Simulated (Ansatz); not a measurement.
Base system: InAgTe$_{2}$ in the chalcopyrite structure (space group I-42d, No. 122; a = 6.4319 Å, c = 12.7658 Å). Axes: x, y, z lie along a, b, c of the conventional cell.

Computed with PBEsol (Ansatz, a first-principles code), spin-orbit coupling left out.

It is then changed as follows: the cell is scaled by 0.9925 in all directions, atoms relaxed at fixed cell.

Q: Predict the stress tensor and what it implies for the stiffness.

A: Stress of the strained cell less that of the base (GPa, compression positive):
```
   1.07    0.00    0.00
   0.00    1.07    0.00
   0.00    0.00    1.06
```

Then B = −ΔP/(ΔV/V₀) with ΔV/V₀ = -0.0223 gives secant stiffness values (nonlinear terms included at this strain): B (at held cell shape, above the free-shape value) ≈ 48 GPa.

Stability against distortions was not tested.
